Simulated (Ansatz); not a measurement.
# Competing hops of interstitial H in rock-salt LiF, charge state -1

Defect: interstitial H in rock-salt LiF, charge state -1. Method: PBE, PAW (plane waves to 420 eV; Ansatz, a program for electronic structure).

Settings: 64 host sites, the relaxed PBE lattice, the Γ point alone, smearing 0.01 eV, spin-restricted, no image-charge correction. Static, classical nuclei. The charge state is imposed; whether it is stable for some Fermi level was not computed. Sites that were not tried may lie lower.

Barriers: single points on a 2×2×2 k-point mesh shifted by half a step at the bands' geometries.

```
Route                                        Start site over the lowest site run (eV)  Hop (Å)  Forward barrier (eV)  Backward barrier (eV)      Neighbours at the start                   Neighbours at the saddle                        Saddle order  Forward, on the band's own sampling (eV)
-------------------------------------------  ----------------------------------------  -------  --------------------  ---------------------  ---------------------------  -----------------------------------------  ----------------------------------  ----------------------------------------
several atoms move together, H the farthest                                      0.00     2.03                  0.27                   0.27  4 F at 2.20; 4 Li at 1.70 Å  2 F at 2.08; 2 Li at 1.65, 2 Li at 2.19 Å  not checked, on a symmetry element                                      0.26
```

Paths come from climbing-image nudged elastic band runs.  A band can be held on a symmetry element, so unchecked saddle points there may be too high.
